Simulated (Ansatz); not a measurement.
Structures of equal composition on the (0001) surface of hcp Ru: a layer of V in place of the second plane; a layer of V in place of the third plane. The slabs share one bottom face, and each structure is named by its start. These are constructed structures in small cells; real faces may alloy, dewet or reconstruct in larger ones, and not all known structures of the face are among them. Slabs of about 11 Å, Fermi-Dirac smearing of 0.1 eV. Bottom of the slabs: a bare face, its two planes held. Relaxed from the named starts with such symmetry as they have, on meshes of like density; energies extrapolated to zero smearing; spin only where a row says so; no spin-orbit coupling, no U. Brackets mark spin-polarised runs, whose order is one that fits the cell.

Calculation: PBE (plane waves to 420 eV, PAW; Ansatz, a quantum-chemistry and plane-wave program).

Problem. Put the candidates in order of energy per 1x1 cell, lowest first, for PBE.

Solution. a layer of V in place of the second plane (0.000 eV [spin start, no net moment]), a layer of V in place of the third plane (0.352 eV [spin start, no net moment])
